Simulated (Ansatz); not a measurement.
System: CaZrN2 (model structure, started from the beta NaFeO2 type, Pna2₁, No. 33, 16 atoms in the cell). Method: HSE06 (PAW; Ansatz, an electronic-structure program).

Input file:

Ansatz 0.2 input:
```yaml
crystal:
  lattice:
    - [6.492594795, 0.0, 0.0]
    - [0.0, 8.0654931982, 0.0]
    - [0.0, 0.0, 4.6605892428]
  atoms:
    - { symbol: Ca, position: [0.0744365228, 0.6191434205, -0.0571134084] }
    - { symbol: Ca, position: [0.9255634772, 0.3808565795, 0.4428865916] }
    - { symbol: Ca, position: [0.5744365228, 0.8808565795, -0.0571134084] }
    - { symbol: Ca, position: [0.4255634772, 0.1191434205, 0.4428865916] }
    - { symbol: Zr, position: [0.0695281643, 0.1269053617, -0.0497889002] }
    - { symbol: Zr, position: [0.9304718357, 0.8730946383, 0.4502110998] }
    - { symbol: Zr, position: [0.5695281643, 0.3730946383, -0.0497889002] }
    - { symbol: Zr, position: [0.4304718357, 0.6269053617, 0.4502110998] }
    - { symbol: N, position: [0.0646122267, 0.1077216631, 0.4281045185] }
    - { symbol: N, position: [0.9353877733, 0.8922783369, 0.9281045185] }
    - { symbol: N, position: [0.5646122267, 0.3922783369, 0.4281045185] }
    - { symbol: N, position: [0.4353877733, 0.6077216631, 0.9281045185] }
    - { symbol: N, position: [0.10624054, 0.6537732101, 0.4387977901] }
    - { symbol: N, position: [0.89375946, 0.3462267899, 0.9387977901] }
    - { symbol: N, position: [0.60624054, 0.8462267899, 0.4387977901] }
    - { symbol: N, position: [0.39375946, 0.1537732101, 0.9387977901] }
basis:
  ecutwfc: 460
  ecutrho_ratio: 4
  xc_grid: 2
kpoints:
  mp_grid: { grid: [4, 4, 4] }
hamiltonian:
  xc: hse06
  dispersion: none
  pseudopotentials: { kind: paw }
scf:
  occupations: { method: fermi_dirac, width: 0.01 }
  convergence: { dr2_threshold: 0.0000000016 }
output:
  forces: true
  stress: true
  eigenvalues: true
```

Question: How many irreducible k-points, plane waves at Γ does the program set up, and what pressure does the run end with?

Answer: 27 irreducible k-points, 5455 plane waves at Γ; P = 1.73 GPa, so the cell is compressed on average and its volume would grow at this level.

Excerpt of the program's output:

```
WARN output.stress: scf.exx.energy_threshold = 1e-6 eV is looser than the 1.6e-7 eV advised for a stress under a hybrid functional (1e-8 eV for each atom of …
Crystal: 16 atoms, lattice volume = 244.056 Å³
Basis set: ecut = 460 eV, 5455 PW (Γ), exchange–correlation on 96×120×72 points (8 copies of the dense FFT grid, shifted against one another)
Bands: 80, of which v1, the nominal top of the filled ones, is band 64 counted from 1 (63 counted from 0)
Symmetry: 4 space group operations
Space group: Pna21 (ITA 33), of the structure as read, at distance tolerance 6.2e-5 Å
k-points: 27 of 64 (time reversal used)
SCF iter   1: F=—  HF=-27097.545124 eV  |F-HF|=—  |Δ(HF+E_count)|=         —  Δρ=2.79e-3  dr2=2.00e-2
SCF iter   2: F=—  HF=-27097.549792 eV  |F-HF|=—  |Δ(HF+E_count)|=   4.67e-3  Δρ=2.35e-3  dr2=1.35e-2
  ...
Crystal: 16 atoms, lattice volume = 244.056 Å³
Initial density: handed on by an earlier stage of this run
Crystal: 16 atoms, lattice volume = 244.056 Å³
SCF iter   5: F=—  HF=-27109.326244 eV  |F-HF|=—  |Δ(HF+E_count)|=   3.19e-8  Δρ=1.01e-6  dr2=2.36e-9
SCF iter   6: F=-27109.326244 eV  HF=-27109.326244 eV  |F-HF|=7.28e-12  |Δ(HF+E_count)|=  7.13e-10  Δρ=9.02e-8  dr2=9.39e-11
SCF 3 converged in 6 iterations: F = -27109.326244 eV  dr2 = 9.39e-11
Free energy (F): -27109.326245 eV
Internal energy: -27109.326245 eV  (E = F + TS)
E sigma→0 (E₀):  -27109.326245 eV
Fermi energy:    10.321532 eV
--- Forces (eV/Å), atoms counted from 1 ---
  atom   1  Ca    -0.03442218    -0.02827907    -0.01544495
  atom   2  Ca     0.03442218     0.02827907    -0.01544495
  atom   3  Ca    -0.03442218     0.02827907    -0.01544495
  atom   4  Ca     0.03442218    -0.02827907    -0.01544495
  atom   5  Zr     0.00938425     0.03203393     0.00228179
  atom   6  Zr    -0.00938425    -0.03203393     0.00228179
  atom   7  Zr     0.00938425    -0.03203393     0.00228179
  atom   8  Zr    -0.00938425     0.03203393     0.00228179
  atom   9  N     -0.10088663    -0.18193484    -0.00325367
  atom  10  N      0.10088663     0.18193484    -0.00325367
  atom  11  N     -0.10088663     0.18193484    -0.00325367
  atom  12  N      0.10088663    -0.18193484    -0.00325367
  atom  13  N      0.04219362     0.08699766     0.01649680
  atom  14  N     -0.04219362    -0.08699766     0.01649680
  atom  15  N      0.04219362    -0.08699766     0.01649680
  atom  16  N     -0.04219362     0.08699766     0.01649680
--- Stress (GPa, compression-positive) ---
        1.510146       0.000000       0.000000
        0.000000       1.287812       0.000000
        0.000000       0.000000       2.394232
  P = ⅓ Tr σ = 1.7307 GPa (17.307 kbar)
```

The PAW data were made under PBE.

Note: the relaxation could raise the start's symmetry but not lower it, so the cell can be a saddle point. Note: cell and atoms aren't relaxed at this level (largest force component 0.18 eV/Å, pressure 1.7 GPa).

A model structure was made by putting elements into a prototype or built by hand; it is no filed structure, need not be a known phase, and can be a saddle point held by its symmetry.
